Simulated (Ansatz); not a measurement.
The reference is ZnO in the wurtzite structure (space group P6_3mc, No. 186; a = 3.230 Å, c = 5.214 Å). Axes: x lies along a and z along c of the hexagonal cell.

The values are results of Ansatz (an electronic-structure program), PBEsol, PAW, cutoff 420 eV, no spin-orbit coupling, not measurements.

Strains are applied to the cell and any free atomic positions relax.

One change was made to it. Results:

```tsv
quantity	base	after
band gap	0.70 eV	0.78 eV
electron mass	0.13 mₑ (at Γ)	0.15 mₑ along z, 0.14 mₑ across (at Γ)
energy relative to the base (free energy F)	0 meV/atom	+7.1 meV/atom
pressure (mean of the normal stresses, compression positive)	0.00 GPa	4.59 GPa
```

Problem. Which of these changes matches the shifts?
A) uniaxial strain ε_zz = −1.80 %
B) uniaxial strain ε_zz = −0.60 %
C) uniaxial strain ε_zz = −3.00 %

Solution. C, uniaxial strain ε_zz = −3.00 %. For comparison, the energy relative to the base in the other runs: uniaxial strain ε_zz = −1.80 % gives +2.6 meV/atom; uniaxial strain ε_zz = −0.60 % gives +0.3 meV/atom.

Masses are band curvatures over ±0.01 Å⁻¹ around the edge. Gaps are read on the SCF mesh and a high-symmetry path. Stability against distortions was not tested.
